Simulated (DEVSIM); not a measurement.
Structure: abrupt Si n-p junction, at 350 K.

Layer 1 from the left is Si, thickness (μm) 0.330, Nd (cm⁻³) 1.2e15, τn (s) 9.8e-6, τp (s) 9.8e-6. Layer 2 from the left is Si, thickness (μm) 140, Na (cm⁻³) 3.5e16, τn (s) 9.8e-6, τp (s) 9.8e-6.

Left contact: ohmic. Right contact: ohmic. Voltage is applied to the left contact. Recombination: SRH at mid-gap, Auger. Mobility is μmin + (μ − μmin)/(1 + (N/Nref)^α).

Constants are typed, rounded textbook-type inputs, not results; the design itself was drawn at random and stands for no fabricated device. Values at 300 K; Nc and Nv go as T^1.5, mobilities as T to minus their exponent, the gap by Varshni's rule with the affinity fixed.

Si: gap (eV) 1.124, affinity (eV) 4.05, permittivity 11.7, Nc (cm⁻³) 2.86e19, Nv (cm⁻³) 3.1e19, μn (cm²/Vs) 1417, μp (cm²/Vs) 470, μn,min 52, μp,min 45, Nref,n 9.7e16, Nref,p 2.2e17, αn 0.68, αp 0.72, T exponent of μn 2.3, T exponent of μp 2.2, Cn (cm⁶/s) 2.8e-31, Cp (cm⁶/s) 9.9e-32, Varshni α (eV/K) 0.000473, Varshni β (K) 636.

Simulated with DEVSIM: 1D drift-diffusion, Boltzmann statistics, complete ionisation; no tunnelling, impact ionisation, image-force lowering or self-heating.

### Question
What does the simulation give for the potential step across the device at zero bias, the dark forward voltage at 1 A/cm², the dark forward voltage at 100 A/cm²?

### Answer
potential step across the device at zero bias 0.588 V; dark forward voltage at 1 A/cm² 0.323 V; dark forward voltage at 100 A/cm² 1.404 V.
